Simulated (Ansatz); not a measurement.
The starting structures come from a database of crystals and need not be the phases stable at ambient conditions.

 Where the default PAW files enter, the runs use the earlier of Ansatz's two default sets.

Tunnelling through a barrier is set by its complex band structure: the current falls as exp(−2κd) with the smallest κ.

```
CELL_PARAMETERS angstrom
      6.34531     0.00000     0.00000
     -3.17265     5.49520     0.00000
      3.17265     1.83173     2.59046
ATOMIC_POSITIONS crystal
  Cs 0.00000 0.00000 0.00000
  Cd 0.00000 0.50000 0.50000
  F  0.50000 0.50000 0.00000
  F  0.50000 0.00000 0.00000
  F  0.00000 0.50000 0.00000
```

Space group of this cell: Pm-3m, cubic perovskite. The cell is taken as given; by PBEsol its mean pressure is -1.0 GPa.

Transport runs along the normal of the first two printed cell vectors, the (111) plane of the conventional cell.

No gap correction and no spin-orbit coupling; mid-gap values are interpolated between computed energies.

### Question
State the band gap and the smallest decay constant κ at mid-gap according to Ansatz (a first-principles code) with PBEsol.

### Answer
Gap 3.19 eV on a 12×12×12 mesh; κ = 0.337 1/Å, at the zone centre.
